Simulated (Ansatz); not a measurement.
## Effect of isotropic strain +0.50 % on BAs

Consider BAs in the zinc blende structure (space group F-43m, No. 216; a = 4.732 Å).

The change: every lattice vector is stretched by 0.50 %, atoms relaxed at fixed cell.

All numbers come from DFT with LDA, PAW potentials and a 420 eV plane-wave cutoff in Ansatz (a first-principles code), without spin-orbit coupling. Γ-centred 12×12×12 mesh, Fermi–Dirac width 0.05 eV.

- Volume per atom = 13.45 Å³ (base 13.25 Å³)
- Space group = F-43m (No. 216) (base F-43m (No. 216))
- Shortest interatomic distance = 2.059 Å (base 2.049 Å)
- Energy relative to the base (free energy F) = +1.4 meV/atom
- Pressure = -2.13 GPa (base 0.00 GPa)
- Band gap = 1.12 eV (base 1.11 eV)
- Gap character = indirect, Γ → Γ–X (82 % along) (base indirect, Γ → Γ–X (82 % along))
- Width of the top valence band = 5.28 eV (base 5.37 eV)
- Electron mass = 1.2 mₑ along k, 0.21 mₑ across (off the special points) (base 1.3 mₑ along k, 0.22 mₑ across (off the special points))

Cost of the whole job for the changed cell (relaxation, final SCF and bands): roughly 7 core-seconds.

Masses are band curvatures over ±0.01 Å⁻¹ around the edge. Along k means along the line from Γ to the band edge. Stability against distortions was not tested.
